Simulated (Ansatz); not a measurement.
PbSe (Cmcm, No. 63, 4 atoms in the cell; start mp-1063670; high-pressure phase) was calculated with LDA (plane waves, PAW; Ansatz, a quantum-chemistry and plane-wave program).

Settings: plane-wave cutoff 500 eV, 10×10×10 k mesh, gaussian smearing 0.02 eV, scalar-relativistic PAW data made under PBE.

Cell (relaxed at this level):

```
CELL_PARAMETERS angstrom
      2.09909    -5.82126     0.00000
      2.09909     5.82126     0.00000
      0.00000     0.00000     4.36924
ATOMIC_POSITIONS crystal
  Pb 0.62605 0.37395 0.75000
  Pb 0.37395 0.62605 0.25000
  Se 0.86635 0.13365 0.75000
  Se 0.13365 0.86635 0.25000
```

Q: What does this level give for the band gap?

A: 
- band gap: 0.61 eV (on the SCF k mesh)

Note: the relaxation could not lower the start's symmetry, so the cell can be a saddle point above a distorted one.

Spin–orbit coupling is not included; with these elements it can move the gap by several tenths of an eV or more.

The computed numbers hold no vibrational or temperature effects.

It cost very roughly 2.2 core-minutes of CPU time.

A start named mp-… is a Materials Project structure, which need not be a measured phase.
